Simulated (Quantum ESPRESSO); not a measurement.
Quantum ESPRESSO run on Cu (Fm-3m, 1 atom in the cell): self-consistent single point.

Level of theory: LDA (PZ), PSlibrary ultrasoft (LDA) pseudopotentials (plane waves; Quantum ESPRESSO).

```
Cu
1.0
    0.00000     1.77655     1.77655
    1.77655     0.00000     1.77655
    1.77655     1.77655     0.00000
Cu
1
Direct
  0.00000   0.00000   0.00000
```

Reference input (self-consistent single point, DFT, PBE, plane waves, PSlibrary ultrasoft (PBE) pseudopotentials): ecutwfc = 50 Ry; ecutrho = 300 Ry; occupations = smearing; smearing = fermi-dirac; degauss = 0.0073499 Ry; potentials = {Cu: Cu.pbe-dn-rrkjus_psl.1.0.0.UPF}; K_POINTS = automatic 21 21 21 0 0 0; conv_thr = 1e-11 Ry; mixing_beta = 0.4. This run's input differs from it in these lines:

```diff
@@ -12,4 +12,4 @@
   ntyp = 1
-  ecutwfc = 50
-  ecutrho = 300
+  ecutwfc = 55
+  ecutrho = 330
   occupations = 'smearing'
@@ -23,3 +23,3 @@
 ATOMIC_SPECIES
-Cu    63.5460  Cu.pbe-dn-rrkjus_psl.1.0.0.UPF
+Cu    63.5460  Cu.pz-dn-rrkjus_psl.1.0.0.UPF
 CELL_PARAMETERS {angstrom}
```

Log, with long lists cut:

```
     Self-consistent Calculation

     iteration #  1     ecut=    55.00 Ry     beta= 0.40

     Threshold (ethr) on eigenvalues was too large:
     Diagonalizing with lowered threshold

     total energy              =    -122.32465288 Ry
     estimated scf accuracy    <       0.07632389 Ry

     iteration #  2     ecut=    55.00 Ry     beta= 0.40

     total energy              =    -122.34616695 Ry
     estimated scf accuracy    <       0.03797027 Ry

     iteration #  3     ecut=    55.00 Ry     beta= 0.40

     total energy              =    -122.35206819 Ry
     estimated scf accuracy    <       0.00025899 Ry

   [... 5 blocks of this kind left out ...]

     iteration #  9     ecut=    55.00 Ry     beta= 0.40

     total energy              =    -122.35209582 Ry
     estimated scf accuracy    <          1.0E-10 Ry

     iteration # 10     ecut=    55.00 Ry     beta= 0.40
     End of self-consistent calculation

     Number of k-points >= 100: set verbosity='high' to print the bands.

     the Fermi energy is    13.1830 ev

!    total energy              =    -122.35209582 Ry
     estimated scf accuracy    <          1.9E-14 Ry
     smearing contrib. (-TS)   =      -0.00077098 Ry
     internal energy E=F+TS    =    -122.35132484 Ry

     convergence has been achieved in  10 iterations

     Forces acting on atoms (cartesian axes, Ry/au):

     atom    1 type  1   force =     0.00000000    0.00000000    0.00000000

     Total force =     0.000000     Total SCF correction =     0.000000

          total   stress  (Ry/bohr**3)                   (kbar)     P=      -46.66
  -0.00031719  -0.00000000  -0.00000000          -46.66       -0.00       -0.00
  -0.00000000  -0.00031719  -0.00000000           -0.00      -46.66       -0.00
  -0.00000000  -0.00000000  -0.00031719           -0.00       -0.00      -46.66

   JOB DONE.
```

The run converged in 10 iterations. Against the reference run the pressure goes from 10.12 to -4.67 GPa.

The starting cell comes from a database of computed structures (which also holds hypothetical and non-ambient phases and stackings), without a prior relaxation at this level. Its lattice was rescaled by a random factor within 2.5 % of one. Spin polarisation is off. With a pressure of about -5 GPa the cell is away from its equilibrium volume at this level.

Cost on one core of a shared machine: roughly 40 s.
